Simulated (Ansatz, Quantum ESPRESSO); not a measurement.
# One structure in several programs: BMoWC (P1, 8 atoms in the cell)

Self-consistent single point, at a second geometry (atoms moved at random). First geometry:

```yaml
crystal:
  lattice:
    - [1.56475, -8.75488, 0.00000]
    - [1.56475, 8.75488, 0.00000]
    - [0.00000, 0.00000, 3.07803]
  atoms:
    - { symbol: B, position: [0.52835, 0.47165, 0.25000] }
    - { symbol: B, position: [0.47165, 0.52835, 0.75000] }
    - { symbol: Mo, position: [0.68479, 0.31521, 0.25000] }
    - { symbol: Mo, position: [0.31521, 0.68479, 0.75000] }
    - { symbol: W, position: [0.92793, 0.07207, 0.25000] }
    - { symbol: W, position: [0.07207, 0.92793, 0.75000] }
    - { symbol: C, position: [0.80859, 0.19141, 0.25000] }
    - { symbol: C, position: [0.19141, 0.80859, 0.75000] }
```

Second geometry:
```xyz
8
Lattice="1.5648 -8.7549 0.0000 1.5648 8.7549 0.0000 0.0000 0.0000 3.0780" Properties=species:S:1:pos:R:3 pbc="T T T"
B      1.5391    -0.5273     0.7889
B      1.5066     0.4748     2.2871
Mo     1.5189    -3.2736     0.7241
Mo     1.6169     3.2999     2.3295
W      1.6008    -7.4938     0.6586
W      1.6345     7.4957     2.3681
C      1.5803    -5.3639     0.8229
C      1.5209     5.3881     2.3329
```

Shared settings, as Ansatz (a quantum-chemistry and plane-wave program) writes them: kpoints.mp_grid.grid = 5 5 5; scf.occupations.method = fermi_dirac; scf.occupations.width = 0.01 Ry. Potentials and cutoffs stand in the table.

| code | model | ΔF from the first geometry (meV/atom) | pressure (GPa) | largest force (eV/Å) | cutoff |
|---|---|---|---|---|---|
| Quantum ESPRESSO | PBEsol, GBRV 1.5 ultrasoft (PBESOL) pseudopotentials | 47.7 | -9.18 | 2.199 | 40 Ry |
| Ansatz | PBEsol, PAW files made with PBE | 48.2 | -7.88 | 2.189 | default |

Size of the force on each atom (eV/Å): Sizes of forces hide their directions.

| code | B1 | B2 | Mo3 | Mo4 | W5 | W6 | C7 | C8 |
|---|---|---|---|---|---|---|---|---|
| Quantum ESPRESSO | 0.936 | 1.427 | 1.222 | 0.955 | 2.192 | 2.199 | 0.907 | 0.635 |
| Ansatz | 0.932 | 1.416 | 1.234 | 0.972 | 2.182 | 2.189 | 0.944 | 0.672 |

On Ansatz's run: spin-orbit coupling is off. Spin polarisation is off.

The spread over the programs that give each value: ΔF from the first geometry within 0.5 meV/atom; pressure within 1.30 GPa; largest force within 0.010 eV/Å.

Ansatz's pressure is given at a fixed set of plane waves, as the other plane-wave codes print theirs; with its correction for the finite basis it is -7.74 GPa.

The shared mesh is coarse (it stands for a supercell whose shortest vector is 15 Å), so the values are not converged in it.

The starting cell comes from a database of computed structures (which also holds hypothetical and non-ambient phases and stackings), without a prior relaxation at this level. For this run, on top of that: atoms moved at random.

Keys are those of Ansatz 0.2.
